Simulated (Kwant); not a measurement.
Device: quantum point contact (saddle potential) in a CdTe two-dimensional gas. Effective mass 0.096 mₑ, grid spacing 15 nm, hard walls, nominal width 300 nm (19 grid rows, so walls 300 nm apart), one parabolic valley, scattering region 900 nm long along x; energies count from the band bottom; Fermi energy 0.000445 eV. Potential (V0 + ½k y²) cos²(πx/L) for |x| < L/2, with V0 swept from 0.00046725 to 0 eV, k = 1.7e-07 eV/nm², L = 430 nm.

The device is made up for the run: typed textbook-type constants, with dimensions and the other settings drawn at random.

Model: effective-mass tight-binding model on a square grid, one spin, coherent transport at 0 K (Kwant). Conductance is in e²/h.

Sweep values stay those of the base run.

Base results: G (e²/h) at V0 = 0.1219 meV 1.00; G (e²/h) at V0 = 0.2370 meV 0.74; mean G (e²/h) over the sweep 0.57; G (e²/h) at V0 = 0.3521 meV 0.053.

**Question.** What follows from this one change: length of the gated region 430 → 300 nm?

**Answer.** G at V0 = 0.1219 meV little changed (0.99 e²/h); G at V0 = 0.2370 meV 0.74 → 0.69 e²/h; mean G over the sweep little changed (0.58 e²/h); G at V0 = 0.3521 meV 0.053 → 0.12 e²/h.

**Question.** What follows from this one change: Fermi energy 0.000445 → 0.00038 eV?

**Answer.** G at V0 = 0.1219 meV 1.00 → 0.96 e²/h; G at V0 = 0.2370 meV 0.74 → 0.20 e²/h; mean G over the sweep 0.57 → 0.43 e²/h; G at V0 = 0.3521 meV 0.053 → 0.0059 e²/h.
